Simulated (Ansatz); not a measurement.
## SrGeO₃ (C2/c, No. 15, 30 atoms in the cell; start mp-17464)

These are PBEsol (PAW; Ansatz, a program for electronic structure) values and carry that method's errors.

Settings: plane-wave cutoff 520 eV, 6×6×4 k mesh (along the axes of the cell as run), Fermi–Dirac smearing 0.01 eV, scalar-relativistic PAW data made under PBE.

Cell (relaxed with PBEsol):

SrGeO3 has the monoclinic space group C2/c (No. 15), Pearson symbol mS60. Cell: a = 12.513 Å, b = 7.241 Å, c = 11.231 Å, α = γ = 90.00°, β = 111.36°. Sr1 on 4c is coordinated by 2 O at 2.459 Å and 6 O at 2.699–2.734 Å. Sr2 on 8f is coordinated by 2 O at 2.440 Å and 6 O at 2.708–2.720 Å. Ge1 on 4e is coordinated by 2 O at 1.719 Å and 2 O at 1.812 Å. Ge2 on 8f is coordinated by 2 O at 1.720–1.725 Å and 2 O at 1.812 Å. O1 on 4e has 2 Ge at 1.813 Å and 2 Sr at 2.711 Å. O2 on 8f is coordinated by 1 Ge at 1.719 Å and 1 Sr at 2.440 Å and 2 Sr at 2.699–2.709 Å. O3 on 8f is coordinated by 2 Ge at 1.812 Å and 2 Sr at 2.708–2.724 Å. O4 on 8f is surrounded by 1 Ge at 1.720 Å and 1 Sr at 2.442 Å and 2 Sr at 2.711–2.734 Å. 1 further independent sites are not listed. (Neighbours: up to the widest gap in distance over summed covalent radii, below 1.35, at either atom; cation-cation and far metal-metal contacts left out.)
(The calculation used a cell of 30 atoms; values per cell refer to that cell.)

```json
{
  "band_gap": "3.43 eV",
  "smallest_direct_gap_on_the_k_points_sampled": "3.48 eV"
}
```

Spin–orbit coupling is not included.

The computed numbers hold no vibrational or temperature effects.

It cost roughly 15 core-minutes of CPU time.

A start named mp-… is a Materials Project structure, which need not be a measured phase.
